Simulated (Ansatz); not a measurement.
Ansatz (a program for electronic structure) run on Sr2Ir (P1, 3 atoms in the cell): self-consistent single point.

Method: LDA (PW92), PAW files made with PBE (plane waves; Ansatz).

The change in words: atoms moved at random. Reference geometry:
```yaml
crystal:
  lattice:
    - [0.00000, 3.58442, 3.58442]
    - [3.58442, 0.00000, 3.58442]
    - [3.58442, 3.58442, 0.00000]
  atoms:
    - { symbol: Sr, position: [0.75000, 0.75000, 0.75000] }
    - { symbol: Sr, position: [0.25000, 0.25000, 0.25000] }
    - { symbol: Ir, position: [0.00000, 0.00000, 0.00000] }
```

Reference input (self-consistent single point, DFT, LDA (PW92), plane waves, PAW files made with PBE): basis.ecutwfc = 420 eV; kpoints.mp_grid.grid = 6 6 6; hamiltonian.xc = lda; hamiltonian.pseudopotentials = {kind: paw} (an earlier, softer set of the program's PAW files); scf.occupations.method = gaussian; scf.occupations.width = 0.136 eV. This run's input differs from it in these lines:

Ansatz 0.2 input:
```diff
@@ -6,5 +6,5 @@
   atoms:
-    - { symbol: Sr, position: [0.75000000, 0.75000000, 0.75000000] }
-    - { symbol: Sr, position: [0.25000000, 0.25000000, 0.25000000] }
-    - { symbol: Ir, position: [0.00000000, 0.00000000, 0.00000000] }
+    - { symbol: Sr, position: [0.73979100, 0.75824500, 0.74883500] }
+    - { symbol: Sr, position: [0.25877200, 0.24942600, 0.24845000] }
+    - { symbol: Ir, position: [0.00143700, -0.00767100, 0.00271500] }
 basis:
```

Output (repeated stretches shortened):

```
SCF iter   1: F=—  HF=-18554.944245 eV  |F-HF|=—  |Δ(HF+E_count)|=         —  Δρ=7.51e-2  dr2=9.64e0  ethr=3.10e-3  ⟨swp⟩=8.4  Hψ=15231  notcnv=0
all-band conjugate gradients solve this SCF's bands
preconditioner: auto → Kerker (q_TF=auto, 2.344 Å⁻¹)
SCF iter   2: F=—  HF=-18553.700730 eV  |F-HF|=—  |Δ(HF+E_count)|=    1.24e0  Δρ=2.69e-2  dr2=1.21e0  ethr=3.10e-3  ⟨swp⟩=3.0  Hψ=5086  notcnv=0
   [... lines left out ...]
SCF iter   6: F=—  HF=-18553.464790 eV  |F-HF|=—  |Δ(HF+E_count)|=   5.98e-5  Δρ=2.41e-4  dr2=7.73e-5  ethr=2.82e-6  ⟨swp⟩=1.9  Hψ=3001  notcnv=0
SCF iter   7: F=—  HF=-18553.464821 eV  |F-HF|=—  |Δ(HF+E_count)|=   3.09e-5  Δρ=5.37e-5  dr2=3.68e-6  ethr=2.09e-7  ⟨swp⟩=2.1  Hψ=3262  notcnv=0
SCF iter   8: F=—  HF=-18553.464822 eV  |F-HF|=—  |Δ(HF+E_count)|=   1.35e-6  Δρ=1.39e-5  dr2=4.62e-7  ethr=9.96e-9  ⟨swp⟩=2.1  Hψ=3284  notcnv=0
SCF iter   9: F=-18553.464822 eV  HF=-18553.464822 eV  |F-HF|=5.79e-9  |Δ(HF+E_count)|=   2.60e-8  Δρ=2.31e-6  dr2=9.45e-9  ethr=2.70e-10  ⟨swp⟩=8.3  Hψ=13695  notcnv=0
SCF 1 converged in 9 iterations: F = -18553.464822 eV  dr2 = 9.45e-9
Free energy (F): -18553.464822 eV
Internal energy: -18553.434043 eV  (E = F + TS)
E sigma→0 (E₀):  -18553.449432 eV
Entropy (-TS):   -0.030779 eV (-10.260 meV/atom)
Fermi energy:    9.199216 eV
--- Forces (eV/Å), atoms counted from 1 ---
  atom   1  Sr    -0.13260608     0.21717113     0.05167271
  atom   2  Sr     0.04774045    -0.14264181    -0.15566250
  atom   3  Ir     0.08486666    -0.07453021     0.10399094
--- Stress (GPa, compression-positive) ---
       -2.475340      -0.078124      -0.132871
       -0.078124      -2.443608       0.052637
       -0.132871       0.052637      -2.475931
  P = ⅓ Tr σ = -2.4650 GPa (-24.650 kbar)
  The stress holds the Pulay correction. Without it, at fixed plane waves, as pw.x and ABINIT print it: P = -2.4745 GPa
```

The run converged in 9 iterations. Against the reference run the free energy goes up by 4.4 meV/atom, the pressure hardly changes (-2.50 to -2.46 GPa) and the largest force goes from 0.000 to 0.260 eV/Å.

The starting cell comes from a database of computed structures (which also holds hypothetical and non-ambient phases and stackings), without a prior relaxation at this level. Its lattice was rescaled by a random factor within 2.5 % of one. For this run, on top of that: atoms moved at random. Spin polarisation is off. Ansatz's pressure includes its estimate of the finite-basis (Pulay) stress.
